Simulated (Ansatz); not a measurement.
Reference: FeS$_{2}$ (Pnnm), PBEsol with spin-orbit coupling, rigid bands (plane waves, PAW; Ansatz, a first-principles code); axes and stresses refer to this cell.

```xyz
6
Lattice="4.3674 0.0000 0.0000 0.0000 5.3332 0.0000 0.0000 0.0000 3.3444" Properties=species:S:1:pos:R:3 pbc="T T T"
Fe     2.1837     2.6666     1.6722
Fe     0.0000     0.0000     0.0000
S      1.2791     4.6634     1.6722
S      3.0884     0.6697     1.6722
S      3.4628     3.3363     0.0000
S      0.9047     1.9968     0.0000
```

The hole conductivity mass is 1.47 mₑ, the electron mass along z is 2.5 mₑ and the band gap comes out as 0.88 eV.

Task: Change: functional PBE, cell relaxed with it. What happens to hole conductivity mass, electron mass along z, band gap?

Result: hole conductivity mass goes up to 1.80 mₑ; electron mass along z moves little, to 2.5 mₑ; band gap decreases to 0.85 eV.

Masses are for dilute carriers at 300 K, harmonic means over directions unless an axis is named. 

Formula and space group known from diffraction (Crystallography Open Database), not checked to be the room-temperature form: FeS2 (Pnnm). Treated as nonmagnetic, magnetic states not searched for: FeS2 (Pnnm).
